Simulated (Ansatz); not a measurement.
**Pressure series in AlNi**

Base system: AlNi in the CsCl type structure (space group Pm-3m, No. 221; a = 2.8927 Å; non-magnetic).

Cell and atoms are relaxed at each pressure.

Calculations: Ansatz (a quantum-chemistry and plane-wave program), PBE, PAW, cutoff 420 eV, no spin-orbit coupling, earlier PAW set.

```csv
P (GPa),V (Å³/atom)
-2.00,12.259
-1.00,12.179
0.30,12.079
0.70,12.049
1.50,11.991
3.01,11.884
5.01,11.750
7.50,11.593
10.02,11.446
```

**Question.** Fit a third-order Birch–Murnaghan equation of state.

**Answer.** Least squares on P(V) = (3B₀/2)[(V₀/V)^(7/3) − (V₀/V)^(5/3)]·[1 + (3/4)(B₀′ − 4)((V₀/V)^(2/3) − 1)] gives V₀ = 12.10 Å³/atom, B₀ = 159 GPa and B₀′ = 4.4.

Measured bulk modulus of AlNi: 156 GPa (room temperature; as listed in Yamada, Ryo, Mohri, Tetsuo, arXiv (2019)); the computed value is for a static lattice, so the two differ by thermal effects too.

Load acts through the strain it causes; cell and atoms are relaxed under it. Stability against distortions was not tested. Competing high-pressure phases were not computed. Seeded moments were not kept for the base. All final runs are without spin polarisation.
